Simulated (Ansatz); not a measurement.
Here is the system:

```xyz
2
Lattice="0.0000 2.8527 2.8527 2.8527 0.0000 2.8527 2.8527 2.8527 0.0000" Properties=species:S:1:pos:R:3 pbc="T T T"
In     0.0000     0.0000     0.0000
P      1.4264     1.4264     1.4264
```

No spin polarisation.

Level of theory: Ansatz (an electronic-structure program), r2SCAN, PAW, cutoff 500 eV, no spin-orbit coupling. k-mesh 10×10×10 (Γ-centred); smearing 0.05 eV (Fermi–Dirac).

Task: Predict the electron mass, gap character, hole mass and band gap.

Result: The electron mass is 0.11 mₑ (at Γ). The gap character comes out as direct at Γ, the hole mass (degenerate bands, along [100]) is 0.11, 0.38, 0.38 mₑ (at Γ) and the band gap is 1.63 eV.

Load acts through the strain it causes; cell and atoms are relaxed under it. Effective masses come from finite differences of ±0.01 Å⁻¹. Whether these cells are dynamically stable was not tested. Tetrahedral semiconductors of this kind turn to denser phases somewhere between about 1 and 50 GPa; those were not computed, so compressed cells here can lie past the real transition. The cell was made from InP in the zinc blende structure (space group F-43m, No. 216) by this change: pressure 9 GPa.
